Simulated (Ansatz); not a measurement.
# A computed series for HgTe: response to strain

Consider HgTe in the zinc blende structure (space group F-43m, No. 216; a = 6.5731 Å). Axes: x, y, z lie along the cube axes.

Strains are applied to the cell and any free atomic positions relax.

Method: plane-wave PAW DFT at the r2SCAN level (Ansatz, a program for electronic structure, 500 eV), no SOC.

Candidates:
(a) isotropic strain −3.71 %
(b) strain tensor (xx, yy, zz, yz, xz, xy) = (−0.26, −0.04, +0.65, +0.46, −0.06, +1.08) %
(c) isotropic strain +1.33 %

Notes on the quantities. energy relative to the base: free energy F.

Q: Order them by energy relative to the base, highest first.

A: (a) isotropic strain −3.71 % (+64 meV/atom), (c) isotropic strain +1.33 % (+6.7 meV/atom), (b) strain tensor (xx, yy, zz, yz, xz, xy) = (−0.26, −0.04, +0.65, +0.46, −0.06, +1.08) % (+1.4 meV/atom)

A case with no gap was solved on a k-mesh chosen for an insulator, which is coarse for it. Stability against distortions was not tested. All final runs are without spin polarisation.
